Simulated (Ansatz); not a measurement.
Consider TiO₂ in the rutile structure (space group P4_2/mnm, No. 136; a = 4.5481 Å, c = 2.9171 Å). Axes: x, y, z lie along a, b, c of the conventional cell.

The values are results of plane-wave PAW DFT at the LDA level (Ansatz, an electronic-structure program, 420 eV), spin-orbit coupling left out, not measurements.

Base values:

The gap character comes out as direct at Γ. The valence-band top at Γ is 0.00, -0.47, -0.47 eV and the electron mass is 0.52 mₑ along c, 1.1 mₑ across (at Γ).

Modification: the cell is compressed by 1.20 % along x with no lateral relaxation; the atoms relax in the strained cell.

What does the calculation give for the gap character, largest internal atomic displacement, valence-band top at Γ, electron mass and energy relative to the base after the change?

The gap character remains direct at Γ; the largest internal atomic displacement comes out as 0.024 Å; the valence-band top at Γ (three highest levels, from the VBM) changes from 0.00, -0.47, -0.47 eV to 0.00, -0.45, -0.49 eV; the electron mass goes from 0.52 mₑ along c, 1.1 mₑ across (at Γ) to 0.51 mₑ along z, 1.1 mₑ across (at Γ); the energy grows by 1.3 meV/atom.

Effective masses come from finite differences of ±0.01 Å⁻¹. Stability against distortions was not tested. All final runs are without spin polarisation. Labels are those of the standard path for the cell's own space group.
